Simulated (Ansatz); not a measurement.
Several settings converged on ZnPt (P4mm, 2 atoms in the cell)

```xyz
2
Lattice="2.8423 0.0000 0.0000 0.0000 2.8423 0.0000 0.0000 0.0000 3.4841" Properties=species:S:1:pos:R:3 pbc="T T T"
Zn     1.4212     1.4212     1.7920
Pt     0.0000     0.0000     0.0000
```

Base method: PBEsol, default PAW files made with PBE (plane waves; Ansatz, an electronic-structure program).

Base settings: basis.ecutwfc = 30.9 Ry; kpoints.mp_grid.grid = 12 12 10; hamiltonian.xc = pbesol; hamiltonian.pseudopotentials = {kind: paw} (the program's default PAW files); scf.occupations.method = fermi_dirac; scf.occupations.width = 0.0073 Ry.

**The width of Fermi-Dirac smearing**

In this ladder: kpoints.mp_grid.grid = 20 20 16.

Narrow widths need finer meshes than wide ones, so the last steps can hold mesh noise.

Only quantities that move along the ladder and can be compared are tabulated; pressure and forces are left out, as mesh noise rules them at narrow widths.

| scf.occupations.width | free energy less the last step's (meV/atom) | energy extrapolated to zero width less the last step's (meV/atom) |
|---|---|---|
| 0.0735 Ry | -619.16 | 107.14 |
| 0.0367 Ry | -115.27 | 25.51 |
| 0.022 Ry | -33.83 | 4.30 |
| 0.0147 Ry | -13.67 | 0.63 |
| 0.0073 Ry | -2.60 | 0.08 |
| 0.0037 Ry | 0.00 | 0.00 |

Widest scf.occupations.width that holds the free energy within 5 meV/atom: not settled: the last two steps still differ by 2.6 meV/atom, over half the tolerance, so the ladder does not show it.

Widest scf.occupations.width that holds the energy extrapolated to zero width within 0.5 meV/atom of the last step, with all finer ones: 0.0073 Ry; the step before is off by 0.63 meV/atom.

The extrapolation to zero width removes most of the smearing's effect on the energy.

**The width of cold smearing**

In this ladder: kpoints.mp_grid.grid = 20 20 16; scf.occupations.method = cold.

Narrow widths need finer meshes than wide ones, so the last steps can hold mesh noise.

Only quantities that move along the ladder and can be compared are tabulated; pressure and forces are left out, as mesh noise rules them at narrow widths.

```csv
scf.occupations.width,free energy less the last step's (meV/atom)
0.0367 Ry,1.84
0.022 Ry,0.32
0.0147 Ry,0.11
0.0073 Ry,-0.01
0.0037 Ry,0.00
```

Widest scf.occupations.width that holds the free energy within 0.5 meV/atom of the last step, with all finer ones: 0.022 Ry; the step before is off by 1.8 meV/atom.

On the base run: the starting cell comes from a database of computed structures (which also holds hypothetical and non-ambient phases and stackings), without a prior relaxation at this level. Its lattice was rescaled by up to half a per cent. One atom was moved a little off its site on purpose. Spin polarisation is off. Ansatz's pressure includes its estimate of the finite-basis (Pulay) stress.

Left out of this page: 4 runs of the series outside the window shown, repeating another row's setting, or not comparable; 1 run of the series unsound by tests on forces, stress, charge or solver warnings.

Keys are those of Ansatz 0.2.
